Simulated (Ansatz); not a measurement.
Ansatz (a program for electronic structure) run on CuSe2 (P1, 6 atoms in the cell): self-consistent single point.

Method: PBEsol, harder PAW files (source: ansatz) made with PBE (plane waves; Ansatz).

```
CELL_PARAMETERS angstrom
      5.02627     0.00000     0.00000
      0.00000     6.16427     0.00000
      0.00000     0.00000     3.78077
ATOMIC_POSITIONS crystal
  Cu 0.01217 0.00534 0.00627
  Cu 0.50484 0.50430 0.50035
  Se 0.18874 0.38688 0.01820
  Se 0.81079 0.62238 0.97839
  Se 0.67259 0.10199 0.48920
  Se 0.31086 0.87911 0.50759
```

Reference input (self-consistent single point, DFT, PBEsol, plane waves, harder PAW files (source: ansatz) made with PBE): basis.ecutwfc = 700 eV; kpoints.mp_grid.grid = 5 4 6; hamiltonian.xc = pbesol; hamiltonian.pseudopotentials = {kind: paw, source: ansatz}; scf.occupations.method = cold; scf.occupations.width = 0.2 eV. This run's input differs from it in these lines:

Ansatz 0.2 input:
```diff
@@ -13,3 +13,3 @@
 basis:
-  ecutwfc: 700.0
+  ecutwfc: 280.0
 kpoints:
```

Output, abridged:

```
SCF iter   1: F=—  HF=-34756.452038 eV  |F-HF|=—  |Δ(HF+E_count)|=         —  Δρ=2.99e-1  dr2=4.57e1  ethr=3.10e-3  ⟨swp⟩=5.1  Hψ=12291  notcnv=0  defer=3
all-band conjugate gradients solve this SCF's bands
preconditioner: auto → Kerker (q_TF=auto, 2.666 Å⁻¹)
SCF iter   2: F=—  HF=-34734.001617 eV  |F-HF|=—  |Δ(HF+E_count)|=    2.25e1  S|Δr|=    0.00e0  Δρ=1.29e-1  dr2=8.43e0  ethr=3.10e-3  ⟨swp⟩=2.0  Hψ=8035  notcnv=0  defer=273
   [... lines left out ...]
SCF iter   8: F=—  HF=-34729.688618 eV  |F-HF|=—  |Δ(HF+E_count)|=   7.14e-4  S|Δr|=    0.00e0  Δρ=3.16e-5  dr2=1.67e-6  ethr=2.12e-8  ⟨swp⟩=2.0  Hψ=5012  notcnv=0  defer=300
SCF iter   9: F=—  HF=-34729.688617 eV  |F-HF|=—  |Δ(HF+E_count)|=   1.82e-7  S|Δr|=    0.00e0  Δρ=1.13e-5  dr2=2.99e-7  ethr=1.64e-9  ⟨swp⟩=2.0  Hψ=5881  notcnv=0  defer=300
SCF iter  10: F=-34729.688617 eV  HF=-34729.688617 eV  |F-HF|=7.14e-9  |Δ(HF+E_count)|=   2.29e-8  S|Δr|=    0.00e0  Δρ=3.78e-6  dr2=2.90e-8  ethr=9.80e-11  ⟨swp⟩=9.4  Hψ=14652  notcnv=0
SCF 1 converged in 10 iterations: F = -34729.688617 eV  dr2 = 2.90e-8
Stability not checked (fill_not_monotonic)
Free energy (F): -34729.688617 eV
Internal energy: -34729.690069 eV  (E = F + TS)
E sigma→0 (E₀):  -34729.689101 eV
Entropy (-TS):   0.001452 eV (0.242 meV/atom)
Fermi energy:    10.951152 eV
--- Forces (eV/Å), atoms counted from 1 ---
  atom   1  Cu     0.48484343     0.12953603    -0.01145303
  atom   2  Cu    -0.05465309     0.22231812     0.06740129
  atom   3  Se    -0.76661610     0.22828367     0.15389831
  atom   4  Se     0.44562298    -0.66615787    -0.19685275
  atom   5  Se     0.40640365     0.53936965    -0.01151391
  atom   6  Se    -0.51557921    -0.45366093    -0.00142115
--- Stress (GPa, compression-positive) ---
        0.759245       1.705245      -1.191871
        1.705245       0.010071      -1.227210
       -1.191871      -1.227211      -0.303569
  P = ⅓ Tr σ = 0.1552 GPa (1.552 kbar)
  The stress holds the Pulay correction. Without it, at fixed plane waves, as pw.x and ABINIT print it: P = -859.3367 GPa
```

The run converged in 10 iterations. Against the reference run the free energy rises by 24.2 eV/atom, the pressure goes from -1.94 to 0.16 GPa and the largest force goes from 1.305 to 0.825 eV/Å.

The starting cell comes from a database of computed structures (which also holds hypothetical and non-ambient phases and stackings), without a prior relaxation at this level. Its atoms were displaced at random from the sites of space group no. 58. Spin polarisation is off. Ansatz's pressure includes its estimate of the finite-basis (Pulay) stress. Without the estimate this run gives -859.34 GPa. The cutoff lies below the one recommended for these files. The run gives no clean gap (levels at the Fermi energy touch, overlap or are partly filled at this smearing), which alone does not show that the compound is a metal.
